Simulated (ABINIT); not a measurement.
Band structure of AlN (F-43m, 2 atoms in the cell).

```
CELL_PARAMETERS angstrom
      0.00000     2.17460     2.17460
      2.17460     0.00000     2.17460
      2.17460     2.17460     0.00000
ATOMIC_POSITIONS crystal
  Al 0.00000 0.00000 0.00000
  N  0.75000 0.75000 0.75000
```

Method of the run: PBE, norm-conserving pseudopotentials (PseudoDojo nc-sr-05 PBE standard) (plane waves; ABINIT).

Settings: pseudos = [Al.upf, N.upf]; ecut = 1143 eV; ixc = 11; occopt = 1; ngkpt = 9 9 9; nshiftk = 1; shiftk = 0 0 0; potentials = PseudoDojo nc-sr-05 PBE standard; kptopt = 1; nstep = 50; tolvrs1 = 1e-11; diemac = 9; ndtset = 2.

The starting cell comes from a database of computed structures (which also holds hypothetical and non-ambient phases and stackings), without a prior relaxation at this level. Its lattice was rescaled by a random factor within 2.5 % of one.

Predict the gap along the standard path and the places of the band edges.

The gap along the path is 3.33 eV, from a point between K and Γ to X; the smallest direct gap on it is 4.31 eV.

Levels in eV from the top of the valence band on the SCF mesh, bands 1 to 8:
```
point       1      2      3      4     5      6      7      8
-----  ------  -----  -----  -----  ----  -----  -----  -----
Γ      -15.04   0.00   0.00   0.00  4.31  12.72  12.72  12.72
X      -12.31  -4.94  -1.79  -1.79  3.33   8.73  14.09  15.86
W      -12.25  -3.79  -3.48  -2.73  6.08  11.52  12.11  12.34
K      -12.32  -4.28  -3.67  -1.38  5.20  10.22  13.22  14.29
L      -12.95  -5.91  -0.48  -0.48  7.51   9.93  11.25  11.25
U      -12.32  -4.28  -3.67  -1.38  5.20  10.22  13.22  14.29
```
